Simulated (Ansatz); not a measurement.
Input and report of a finite-temperature phonon run in Ansatz (PBEsol). The cell was generated from a structure type, relaxed within its symmetry, and need not be the phase found at ambient conditions. Spin-orbit coupling is not included. The cell is fixed at its relaxed static size. Melting and transitions to other phases are not modelled.

Ansatz 0.2 input:
```yaml
crystal:
  lattice:
    - [5.6187217099, 0.0, 0.0]
    - [0.0, 5.6187217099, 0.0]
    - [0.0, 0.0, 5.6187217099]
  atoms:
    - { symbol: Cs, position: [0.0, 0.0, 0.0] }
    - { symbol: Pb, position: [0.5, 0.5, 0.5] }
    - { symbol: Cl, position: [0.0, 0.5, 0.5] }
    - { symbol: Cl, position: [0.5, 0.5, 0.0] }
    - { symbol: Cl, position: [0.5, 0.0, 0.5] }
kpoints:
  mp_grid: { grid: [4, 4, 4] }
hamiltonian:
  xc: pbesol
  pseudopotentials: { kind: paw }
scf:
  occupations: { method: fixed }
phonons:
  supercell: [2, 2, 2]
  self_consistent:
    temperatures: [300, 600]
    max_frequency_error: 3.0
    max_frames: 240
checkpoint:
  write: run
output:
  stress: true
```

```
--- Phonons at temperature: the self-consistent harmonic approximation ---
  56 frames of 40 atoms (2×2×2 cells), in populations of 8, 8, 16, 8 at 600 K and 8, 8 at 300 K: nothing lacks frames
  of 56 their SCF's own steps read whether they stand on a minimum of the electronic energy; no probe, look outside the group or whole filling of a shell is made of a frame, whatever scf.lower_state_search; one on another minimum than the …
  at 300 K
    the largest error of a frequency is 0.20 times what was asked for; the fitted model misses 5.7 % of the forces, every mode counted alike and far frames for less, of frames that it was not fitted to; the frames count as 16.2 of this …
    softest of the free energy's second derivatives: -19.89 ± 1.31 cm⁻¹ at q 0.5000 0.5000 0.0000; ahead of this temperature's last population -20.11
    the free energy falls along one of these modes: the crystal does not stand in this phase at this temperature
    the ions' mean positions are those at rest
    free energy -20531.095393 ± 0.000415 eV a cell, of which vibrations -0.494161; entropy 260.513 ± 0.105 J/(mol·K) of cells
      by the supercell's own 117 modes alone, which lack the rigid motions: not to be laid beside figures on a mesh. There are none: the force constants hold no dipole–dipole term between the supercell's wave vectors
      the supercell's own free energy is the best Gaussian's, an upper bound on the crystal's: what lies beyond it on the fitted surface stands below, to be added
    pressure 0.3321 ± 0.0072 GPa; at rest 0.0877, so that the ions' motion makes +0.2443
      stress (GPa, positive in compression): xx 0.3321 ± 0.0072, yy 0.3321 ± 0.0072, zz 0.3321 ± 0.0072, yz 0.0000 ± 0.0000, xz 0.0000 ± 0.0000, xy -0.0000 ± 0.0000
      by the supercell's own 117 modes alone, which lack the rigid motions: in the warmth about 1/40 of what the motion makes, which no ± holds; not to be laid beside figures on a mesh
    beyond the Gaussian, in the hollow that it stands in and those that the ions reach from there, by exact statistics on the surface that is fitted to the frames (rings of 4 beads):
      8 configuration(s) of the rings are solved and fitted beside the frames
      free energy -0.049438 ± 0.003546 eV a cell
      leaving out a pair of frames, or group of many, changes the fitted energy by up to 0.10 k_B T, T the rings' temperature (one standard deviation); of these ± those of the frequencies lack the bias that few frames leave, and those of …
      pressure -0.2526 ± 0.0176 GPa; with it, by the rings' own mean, 0.0789 ± 0.0186, so that the ions' motion makes -0.0088: by the supercell's own 117 modes alone, as the Gaussian's
      mean square displacement, over the three axes, of site 3 from 0, Cl, the most changed: 0.37253 ± 0.00355 Å², of which +0.17579 beyond the Gaussian's
      softest frequency by how far the rings' centres move (above zero always: no sign of whether the crystal stands): 13.86 ± 0.26 cm⁻¹ at q 0.5000 0.0000 0.5000
    frequencies (cm⁻¹; below zero: imaginary; ±: error) of the harmonic crystal, of the Gaussian, of the free energy's second derivatives, each in its own ascending order
      q 0.0000 0.0000 0.0000
           -26.20       39.05 ±  0.15       32.95 ±  0.41
           -26.20       39.05 ±  0.15       32.95 ±  0.41
           -26.20       39.05 ±  0.15       32.95 ±  0.41
           -13.27       55.54 ±  0.36       42.90 ±  1.43
           -13.27       55.54 ±  0.36       42.90 ±  1.43
           -13.27       55.54 ±  0.36       42.90 ±  1.43
            44.34       66.09 ±  0.33       58.53 ±  0.55
            44.34       66.09 ±  0.33       58.53 ±  0.55
            44.34       66.09 ±  0.33       58.53 ±  0.55
           131.80      135.01 ±  0.42      128.62 ±  2.30
           131.80      135.01 ±  0.42      128.62 ±  2.30
           131.80      135.01 ±  0.42      128.62 ±  2.30
      q 0.0000 0.0000 0.5000, and 2 like it
           -15.24       28.55 ±  0.07       23.82 ±  0.31
           -15.24       28.55 ±  0.07       23.82 ±  0.31
           -10.52       32.37 ±  0.11       23.88 ±  0.45
           -10.52       32.37 ±  0.11       23.88 ±  0.45
            26.30       49.80 ±  0.16       40.94 ±  2.23
            37.08       62.04 ±  0.29       49.36 ±  1.21
            37.08       62.34 ±  0.36       52.40 ±  0.73
            38.54       62.34 ±  0.36       52.40 ±  0.73
            39.11       64.98 ±  0.17       55.45 ±  0.67
            39.11       64.98 ±  0.17       55.45 ±  0.67
            48.76       65.48 ±  0.28       57.18 ±  0.62
           108.53      112.91 ±  0.27      105.82 ±  2.39
           132.27      135.22 ±  0.33      128.54 ±  1.23
           132.27      135.22 ±  0.33      128.54 ±  1.23
           249.32      239.99 ±  0.96      230.12 ±  1.95
      q 0.0000 0.5000 0.5000, and 2 like it
           -50.06       23.56 ±  0.24      -19.89 ±  1.31
           -25.29       32.87 ±  0.18       20.11 ±  1.45
           -25.29       36.21 ±  0.14       25.96 ±  1.68
             7.87       36.21 ±  0.14       25.96 ±  1.68
            33.89       36.28 ±  0.11       35.17 ±  0.22
            36.57       60.35 ±  0.16       50.83 ±  0.52
            36.57       60.35 ±  0.16       50.83 ±  0.52
            42.03       65.42 ±  0.15       55.19 ±  0.66
            42.03       65.42 ±  0.15       55.19 ±  0.66
            84.51      100.54 ±  0.18       93.03 ±  0.92
           101.44      100.54 ±  0.18       95.54 ±  0.36
           101.44      100.93 ±  0.46       95.54 ±  0.36
           132.56      134.67 ±  0.53      127.68 ±  0.72
           220.48      209.06 ±  0.44      200.20 ±  0.83
           258.53      250.36 ±  1.28      240.10 ±  2.52
      q 0.5000 0.5000 0.5000
           -50.50       22.47 ±  0.26      -19.05 ±  1.37
           -50.50       22.47 ±  0.26      -19.05 ±  1.37
```

Cost: very roughly 4 core-hours.

Ansatz is a quantum-chemistry and plane-wave program.
